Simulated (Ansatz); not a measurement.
H interstitial in rock-salt LiF (start: void with 4F4Li nearest; 64-site cell, 2×2×2 shifted sampling). The numbers are results of PBE, PAW (plane waves to 420 eV; Ansatz, an electronic-structure program), not measurements. Total energies of the localised charge states, counted from that of charge +1, and their image corrections (point charge with alignment); the host's valence-band maximum lies at 0.763 eV on the cells' energy zero and its gap is 8.83 eV.

```
charge         moment (μB)  E − E(first) (eV)  correction (eV)
------  ------------------  -----------------  ---------------
+1      not spin-polarised              0.000            0.270
0                      1.0              6.841            0.000
−1      not spin-polarised             12.253            0.201
```

Question: Derive the transition levels above the valence-band maximum and say which of them are thermodynamic.

Answer: A level is the Fermi energy at which two charges have equal formation energy: ε(q/q′) = [E(q′) + corr(q′) − E(q) − corr(q)] / (q − q′) − E_VBM.
ε(+1/0) = [(6.841 + 0.000) − (0.000 + 0.270)] / 1 − 0.763 = 5.81 eV
ε(0/−1) = [(12.253 + 0.201) − (6.841 + 0.000)] / 1 − 0.763 = 4.85 eV
Charge 0 lies above the lower envelope where its neighbours cross, so the level that counts is ε(+1/−1) = [(12.253 + 0.201) − (0.000 + 0.270)] / 2 − 0.763 = 5.33 eV.
Thermodynamic levels at least 0.1 eV inside the gap: (+1/−1) at 5.33 eV. They hold to tenths of an eV in this cell. Only the charges listed were compared. The geometries come from one start. Flagged in the runs: a doubtful potential alignment.
